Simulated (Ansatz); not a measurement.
**Effect of isotropic strain +2.40 % on SnO2**

Start from SnO2 in the rutile structure (space group P4_2/mnm, No. 136; a = 4.722 Å, c = 3.190 Å).

Perturbation: an isotropic linear strain of +2.40 %, atoms relaxed at fixed cell.

Calculations: LDA, PAW, 420 eV (Ansatz, a first-principles code; spin-orbit coupling left out). k-mesh 7×7×10 (Γ-centred); smearing 0.05 eV (Fermi–Dirac).

The volume per atom increases by 0.87 Å³ to 12.73 Å³ and the shortest interatomic distance grows by 0.052 Å to 2.096 Å. The energy increases by 37 meV/atom and the pressure (mean of the normal stresses, compression positive) goes from zero to -12.62 GPa. The band gap shrinks by 0.76 eV (1.16 eV → 0.40 eV) and the gap character remains direct at Γ. The mean gap deformation potential ΔEg/Δln V comes out as -10.7 eV and the width of the top valence band shrinks by 0.10 eV to 1.18 eV. The electron mass changes from 0.18 mₑ along c, 0.20 mₑ across (at Γ) to 0.15 mₑ (at Γ) and the valence-band top at Γ (three highest levels, from the VBM) becomes 0.00, -0.74, -0.74 eV (base: 0.00, -0.80, -0.80 eV). The largest internal atomic displacement is 0.012 Å.

Final structure:

```
CELL_PARAMETERS angstrom
      4.83570     0.00000     0.00000
      0.00000     4.83570     0.00000
      0.00000     0.00000     3.26691
ATOMIC_POSITIONS crystal
  Sn 0.00000 0.00000 0.00000
  Sn 0.50000 0.50000 0.50000
  O  0.30784 0.30784 0.00000
  O  0.80784 0.19216 0.50000
  O  0.19216 0.80784 0.50000
  O  0.69216 0.69216 0.00000
```

Cost of the whole job for the changed cell (relaxation, final SCF and bands): around 30 core-seconds (rough).

Effective masses come from finite differences of ±0.01 Å⁻¹. Whether these cells are dynamically stable was not tested.
